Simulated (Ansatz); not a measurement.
Consider Ti3Al (space group P6_3/mmc, No. 194; a = 5.747 Å, c = 4.632 Å).

The values are results of r2SCAN (Ansatz, a first-principles code; PAW; 500 eV plane waves; no SOC), not measurements.

```json
[
 {"level": "r2SCAN", "lattice parameter a": "5.747 Å", "lattice parameter c": "4.632 Å"}
]
```

Measured: lattice parameter a 5.768 Å (room temperature; as listed in Metals 6, 165 (2016)); lattice parameter c 4.6424 Å (room temperature; as listed in Metals 6, 165 (2016)).

Computed minus measured — lattice parameter a: r2SCAN -0.4 %; lattice parameter c: r2SCAN -0.2 %. Measured values not marked as corrected hold thermal and zero-point effects that the static-lattice runs lack.

No phonon test of stability was made. The final runs are not spin-polarised.
